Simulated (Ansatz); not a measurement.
Base system: Al2O3 in the corundum structure (space group R-3c, No. 167; a = 4.8088 Å, c = 13.1238 Å (hexagonal axes)). Axes: x lies along a and z along c of the hexagonal cell.

All numbers come from DFT with PBE, PAW potentials and a 420 eV plane-wave cutoff in Ansatz (an electronic-structure program), without spin-orbit coupling.

Before the change:

| Property | Value |
|---|---|
| Shortest interatomic distance | 3.542 bohr |
| Electron mass | 0.38 mₑ along c, 0.36 mₑ across (at Γ) |
| Pressure | 0.00 GPa |
| Width of the top valence band | 0.60 eV |

The change: biaxial strain +0.75 %, plane normal [001], relaxed out of plane (Cartesian); in-plane vectors clamped, the third vector and the atoms free.

Q: How does this affect the shortest interatomic distance?

A: The shortest interatomic distance goes up by 0.016 bohr to 3.558 bohr.

Q: What does the calculation give for the electron mass after the change?

A: The electron mass changes from 0.38 mₑ along c, 0.36 mₑ across (at Γ) to 0.39 mₑ out of plane, 0.36 mₑ in plane (at Γ).

Q: How does this affect the pressure?

A: The pressure (mean of the normal stresses, compression positive) goes from zero to -2.66 GPa.

Q: Predict the new width of the top valence band.

A: The width of the top valence band rises by 0.06 eV, from 0.60 eV to 0.66 eV.

The levels and masses belong to the bands next to the band gap. Masses are band curvatures over ±0.01 Å⁻¹ around the edge. Whether these cells are dynamically stable was not tested.
